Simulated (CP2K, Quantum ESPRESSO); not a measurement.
A CP2K input for a self-consistent single point of BaN₂ (P1, 6 atoms in the cell) (DFT PBEsol, GPW, DZVP-MOLOPT-SR-GTH basis, GTH-PBE potentials (GTH_POTENTIALS)):

```
&GLOBAL
  PROJECT calc
  RUN_TYPE ENERGY_FORCE
  PRINT_LEVEL MEDIUM
&END GLOBAL
&FORCE_EVAL
  METHOD Quickstep
  STRESS_TENSOR ANALYTICAL
  &DFT
    BASIS_SET_FILE_NAME BASIS_MOLOPT
    POTENTIAL_FILE_NAME GTH_POTENTIALS
    &QS
      METHOD GPW
      EPS_DEFAULT 1E-10
    &END QS
    &MGRID
      CUTOFF 500
      REL_CUTOFF 60
      NGRIDS 5
    &END MGRID
    &SCF
      SCF_GUESS ATOMIC
      EPS_SCF 1E-6
      MAX_SCF 100
      ADDED_MOS 8
      &DIAGONALIZATION
        ALGORITHM STANDARD
      &END DIAGONALIZATION
      &MIXING
        METHOD BROYDEN_MIXING
        ALPHA 0.3
        NBUFFER 10
        BETA 1.5
      &END MIXING
      &SMEAR ON
        METHOD FERMI_DIRAC
        ELECTRONIC_TEMPERATURE [K] 1160.45
      &END SMEAR
    &END SCF
    &KPOINTS
      SCHEME MONKHORST-PACK 6 6 4
      GAMMA_CENTERED T
    &END KPOINTS
    &XC
      &XC_FUNCTIONAL
        &PBE
          PARAMETRIZATION PBESOL
        &END PBE
      &END XC_FUNCTIONAL
    &END XC
    &PRINT
      &MO
        EIGENVALUES T
        OCCUPATION_NUMBERS T
        NDIGITS 8
        FILENAME mo
        &EACH
          QS_SCF 0
        &END EACH
        ADD_LAST NUMERIC
      &END MO
      &MULLIKEN ON
      &END MULLIKEN
    &END PRINT
  &END DFT
  &SUBSYS
    &CELL
      A 4.24728400 0.00000000 0.00000000
      B 1.88440900 3.80636600 0.00000000
      C -1.62951500 -1.01155300 7.10333300
      PERIODIC XYZ
    &END CELL
    &COORD
      SCALED
      Ba       0.19389600     0.80111900     0.74885500
      Ba       0.79984700     0.21413000     0.26047500
      N        0.44339100     0.14115100     0.53957600
      N        0.57261300     0.83263000     0.46310300
      N        0.84207700     0.57104000     0.94434300
      N        0.14817600     0.43993000     0.04364700
    &END COORD
    &KIND Ba
      BASIS_SET DZVP-MOLOPT-SR-GTH
      POTENTIAL GTH-PBE-q10
    &END KIND
    &KIND N
      BASIS_SET DZVP-MOLOPT-SR-GTH
      POTENTIAL GTH-PBE-q5
    &END KIND
  &END SUBSYS
  &PRINT
    &FORCES ON
    &END FORCES
    &STRESS_TENSOR ON
    &END STRESS_TENSOR
  &END PRINT
&END FORCE_EVAL
```

Question: Write the same calculation as an input for Quantum ESPRESSO.

Answer: One input that does it (others would too):

```fortran
&CONTROL
    calculation = 'scf',
    prefix = 'run',
    outdir = './tmp',
    pseudo_dir = './',
    tprnfor = .true.,
    tstress = .true.,
/
&SYSTEM
    ibrav = 0,
    nat = 6,
    ntyp = 2,
    ecutwfc = 40,
    ecutrho = 200,
    occupations = 'smearing',
    smearing = 'fermi-dirac',
    degauss = 0.0073499,
/
&ELECTRONS
    conv_thr = 1.0d-9,
    mixing_beta = 0.3,
/
ATOMIC_SPECIES
Ba   137.3270  ba_pbesol_v1.uspp.F.UPF
N     14.0070  n_pbesol_v1.2.uspp.F.UPF
ATOMIC_POSITIONS {crystal}
Ba    0.1938960000    0.8011190000    0.7488550000
Ba    0.7998470000    0.2141300000    0.2604750000
N     0.4433910000    0.1411510000    0.5395760000
N     0.5726130000    0.8326300000    0.4631030000
N     0.8420770000    0.5710400000    0.9443430000
N     0.1481760000    0.4399300000    0.0436470000
K_POINTS {automatic}
6 6 4  0 0 0
CELL_PARAMETERS {angstrom}
   3.6085340000    -2.2400670000     0.0000000000
   3.6085340000     2.2400670000     0.0000000000
  -1.9179570000     0.0000000000     7.1033330000
```

Basis settings and potentials, where a program has them, do not carry over. This input uses DFT, PBEsol, plane waves, GBRV 1.5 ultrasoft (PBESOL) pseudopotentials.

The starting cell comes from a database of computed structures (which also holds hypothetical and non-ambient phases and stackings), without a prior relaxation at this level. Its lattice was rescaled by a random factor within 2.5 % of one. For this run, on top of that: atoms moved at random.
